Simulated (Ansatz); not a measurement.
## Effect of isotropic strain −2.50 % on K2S

Base system: K2S in the anti-fluorite structure (space group Fm-3m, No. 225; a = 7.462 Å).

It is then changed as follows: an isotropic linear strain of −2.50 %; the atoms relax in the strained cell.

Calculations: Ansatz (an electronic-structure program), PBE, PAW, cutoff 420 eV, scalar-relativistic without spin-orbit coupling. Settings: 8×8×8 k-points, 0.05 eV Fermi–Dirac smearing.

Volume per atom: 32.09 Å³ (base 34.62 Å³)
Space group: Fm-3m (No. 225) (base Fm-3m (No. 225))
Energy relative to the base (free energy F): +12 meV/atom
Pressure: 1.65 GPa (base 0.01 GPa)
Band gap: 2.52 eV (base 2.32 eV)
Gap character: indirect, X → Γ (base indirect, X → Γ)
Smallest direct gap: 2.77 eV (base 2.50 eV)
Mean gap deformation potential ΔEg/Δln V: -2.6 eV
Electron mass: 0.36 mₑ (at Γ) (base 0.36 mₑ (at Γ))
Valley order (the lowest conduction-band minima on the path, energy above the VBM, named in the base's zone): Γ 2.52 eV; X along ⟨100⟩ 3.53 eV (base Γ 2.32 eV; X along ⟨100⟩ 3.50 eV)

Final structure:

```xyz
3
Lattice="0.0000 3.6377 3.6377 3.6377 0.0000 3.6377 3.6377 3.6377 0.0000" Properties=species:S:1:pos:R:3 pbc="T T T"
K      1.8189     1.8189     1.8189
K      5.4566     5.4566     5.4566
S      0.0000     0.0000     0.0000
```

Effective masses come from finite differences of ±0.01 Å⁻¹. Stability against distortions was not tested.
